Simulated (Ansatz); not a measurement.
How the cohesive energy of CsCl-type CuZn moves with the method

No measured value is used here.

| level (code) | value (eV/atom) | cell (Å³/atom) |
|---|---|---|
| LDA (Ansatz) | 3.33 | 11.82 |
| PBE (Ansatz) | 2.41 | 13.02 |
| PBEsol (Ansatz) | 2.93 | 12.30 |
| r²SCAN (Ansatz) | 2.79 | 12.44 |
| HSE06 (Ansatz) | 2.24 | 13.02 |
| PBE0 (Ansatz) | 2.24 | 12.98 |

HSE06, PBE0: the run has no spin polarisation, so it can have missed a magnetic state. Each level is taken at its own relaxed cell. Cutoffs and k meshes differ between the levels. Ansatz's density-functional and Hartree–Fock values are scalar-relativistic unless marked +SOC, with PAW data made under PBE.

Ansatz is a first-principles code.
